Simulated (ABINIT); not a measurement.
Several settings converged on the (001) slab of WSe2 (cut from a parent of space group no. 187; 3 atoms in the cell)

```yaml
crystal:
  lattice:
    - [3.30799, 0.00000, 0.00000]
    - [-1.65399, 2.86480, 0.00000]
    - [0.00000, 0.00000, 17.31469]
  atoms:
    - { symbol: W, position: [0.00000, 0.00000, 0.50000] }
    - { symbol: Se, position: [0.33333, 0.66667, 0.59572] }
    - { symbol: Se, position: [0.33333, 0.66667, 0.40428] }
```

Base method: PBEsol, PAW (JTH v2.0 PBE PAW, files made for PBE) (plane waves; ABINIT 10.0.3).

Base settings: pseudos = [W.GGA_PBE-JTH.xml, Se.GGA_PBE-JTH.xml]; ecut = 20 Ha; pawecutdg = 40 Ha; pawxcdev = 0; ixc = -116133; occopt = 3; tsmear = 0.00183747 Ha; ngkpt = 4 4 1; nshiftk = 1; shiftk = 0 0 0.

The count of work is k-points × plane waves × bands × iterations; it is no time. Core times come from one kind of shared machine, to one figure; runs under 30 s give none.

**The vacuum**

The mesh stays at the base's, so the ladder's end is converged at best in this setting alone.

Only quantities that move along the ladder and can be compared are tabulated.

| vacuum between outermost atoms (Å) | free energy less the last step's (meV/atom) | largest difference of a force vector from the last step's (eV/Å) |
|---|---|---|
| 3.0 | 345.28 | 1.020 |
| 4.0 | 75.51 | 0.079 |
| 5.0 | 19.62 | 0.018 |
| 6.0 | 4.96 | 0.005 |
| 7.0 | 1.42 | 0.002 |
| 8.0 | 0.50 | 0.001 |
| 10.0 | 0.24 | 0.001 |
| 12.0 | 0.18 | 0.000 |
| 14.0 | 0.17 | 0.001 |
| 17.0 | 0.11 | 0.000 |
| 20.0 | 0.10 | 0.001 |
| 25.0 | 0.00 | 0.000 |
| 30.0 | 0.00 | 0.000 |

Smallest vacuum between outermost atoms (Å) that holds the forces within 0.02 eV/Å of the last step, with all finer ones: 5.0; the step before is off by 0.079 eV/Å.

Smallest vacuum between outermost atoms (Å) that holds the free energy within 2 meV/atom of the last step, with all finer ones: 7.0; the step before is off by 5.0 meV/atom.

**The k-point mesh**

Only quantities that move along the ladder and can be compared are tabulated.

```tsv
ngkpt	free energy less the last step's (meV/atom)	largest difference of a force vector from the last step's (eV/Å)	count of work / last	core time / last (rough)
2 2 1	351.30	0.285	0.020	0.1
3 3 1	1.70	0.209	0.062	0.2
4 4 1	-17.41	0.050	0.087	0.2
5 5 1	0.51	0.006	0.11	0.3
6 6 1	0.95	0.004	0.15	0.3
7 7 1	-0.20	0.001	0.17	0.3
8 8 1	0.09	0.000	0.21	0.4
10 10 1	-0.02	0.000	0.28	0.3
11 11 1	0.00	0.000	0.31	0.4
13 13 1	0.00	0.000	0.44	0.7
16 16 1	0.00	0.000	0.62	0.7
18 18 1	0.01	0.000	0.77	1
21 21 1	0.00	0.000	1.0	1
```

Coarsest ngkpt that holds the free energy within 2 meV/atom of the last step, with all finer ones: 5 5 1, at 0.11 of the last step's count of work and about 0.3 of the last step's time; the step before is off by 17 meV/atom.

Coarsest ngkpt that holds the forces within 0.005 eV/Å of the last step, with all finer ones: 6 6 1, at 0.15 of the last step's count of work and about 0.3 of the last step's time; the step before is off by 0.006 eV/Å.

**The plane-wave cutoff**

Moved along: pawecutdg.

The mesh stays at the base's, so the ladder's end is converged at best in this setting alone.

Only quantities that move along the ladder and can be compared are tabulated.

```csv
ecut,free energy less the last step's (meV/atom),largest difference of a force vector from the last step's (eV/Å),count of work / last,core time / last (rough)
10 Ha,87.76,0.008,0.11,–
12 Ha,49.71,0.023,0.15,0.4
14 Ha,25.58,0.001,0.19,0.4
17 Ha,8.94,0.004,0.23,0.4
20 Ha,7.97,0.001,0.33,0.5
24 Ha,2.16,0.001,0.39,0.5
30 Ha,1.22,0.000,0.61,0.8
40 Ha,0.00,0.000,1.0,1
```

Coarsest ecut that holds the free energy within 5 meV/atom of the last step, with all finer ones: 24 Ha, at 0.39 of the last step's count of work; the step before is off by 8.0 meV/atom.

Coarsest ecut that holds the forces within 0.005 eV/Å of the last step, with all finer ones: 14 Ha, at 0.19 of the last step's count of work and about 0.4 of the last step's time; the step before is off by 0.023 eV/Å.

Two neighbours can agree and both be off: 17 Ha and 20 Ha differ by 0.97 meV/atom in the free energy, yet lie about 8.0 meV/atom from the last step.

On the base run: the starting cell comes from a database of computed structures (which also holds hypothetical and non-ambient phases and stackings), without a prior relaxation at this level. The slab is cut from that crystal, and its faces are unrelaxed. Its lattice was rescaled by up to half a per cent. Spin polarisation is off. The potentials were made for another functional than the one used.

Left out of this page: 1 run of the series outside the window shown, repeating another row's setting, or not comparable.
